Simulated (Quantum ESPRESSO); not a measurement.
Input and output of a self-consistent single point for Cl (Cmce, 4 atoms in the cell) (Quantum ESPRESSO).

Level of theory: PBE, PseudoDojo standard norm-conserving (PBE) pseudopotentials (plane waves; Quantum ESPRESSO).

```
Cl
1.0
    2.27830    -3.17335     0.00000
    2.27830     3.17335     0.00000
    0.00000     0.00000     8.40125
Cl
4
Direct
  0.87700   0.87700   0.89700
  0.62300   0.62300   0.39700
  0.37700   0.37700   0.60300
  0.12300   0.12300   0.10300
```

Reference input (self-consistent single point, DFT, PBE, plane waves, PseudoDojo standard norm-conserving (PBE) pseudopotentials): ecutwfc = 60 Ry; occupations = smearing; smearing = gaussian; degauss = 0.000734986 Ry; potentials = {Cl: Cl.upf}; K_POINTS = automatic 7 7 3 0 0 0; conv_thr = 1e-10 Ry; mixing_beta = 0.7. This run's input differs from it in these lines:

```diff
@@ -18,3 +18,3 @@
 &electrons
-   conv_thr = 1e-10,
+   conv_thr = 7.3e-04,
    mixing_beta = 0.7,
```

Output, abridged:

```
     Self-consistent Calculation

     iteration #  1     ecut=    60.00 Ry     beta= 0.70

     Threshold (ethr) on eigenvalues was too large:
     Diagonalizing with lowered threshold

     total energy              =    -131.16771105 Ry
     estimated scf accuracy    <       0.11268236 Ry

     iteration #  2     ecut=    60.00 Ry     beta= 0.70

     total energy              =    -131.17789235 Ry
     estimated scf accuracy    <       0.00502650 Ry

     iteration #  3     ecut=    60.00 Ry     beta= 0.70

     total energy              =    -131.17911197 Ry
     estimated scf accuracy    <       0.00075722 Ry

     iteration #  4     ecut=    60.00 Ry     beta= 0.70
     c_bands:  1 eigenvalues not converged
     End of self-consistent calculation

     the Fermi energy is     1.4955 ev

!    total energy              =    -131.17929165 Ry
     estimated scf accuracy    <       0.00001947 Ry
     smearing contrib. (-TS)   =      -0.00000000 Ry
     internal energy E=F+TS    =    -131.17929165 Ry

     convergence has been achieved in   4 iterations

     Forces acting on atoms (cartesian axes, Ry/au):

     atom    1 type  1   force =     0.01508215    0.00000000    0.01850749
     atom    2 type  1   force =    -0.01508215    0.00000000    0.01850749
     atom    3 type  1   force =     0.01508215    0.00000000   -0.01850749
     atom    4 type  1   force =    -0.01508215    0.00000000   -0.01850749

     Total force =     0.047749     Total SCF correction =     0.007294
     SCF correction compared to forces is large: reduce conv_thr to get better values

          total   stress  (Ry/bohr**3)                   (kbar)     P=       -9.26
  -0.00006799  -0.00000000   0.00000000          -10.00       -0.00        0.00
  -0.00000000   0.00007537   0.00000000           -0.00       11.09        0.00
   0.00000000   0.00000000  -0.00019629            0.00        0.00      -28.87

   JOB DONE.
```

The run converged in 4 iterations. Against the reference run the free energy is nearly the same (within 1 meV/atom), the pressure hardly changes (-0.97 to -0.93 GPa), the largest force goes from 0.665 to 0.614 eV/Å and the gap on the mesh moves little (2.195 to 2.190 eV). The full log also holds: “SCF correction compared to forces is large: reduce conv_thr to get better values”.

The starting cell has typed, rounded lattice constants, without a prior relaxation at this level. Its lattice was rescaled by a random factor within 2.5 % of one.

Cost on one core of a shared machine: roughly 40 s.
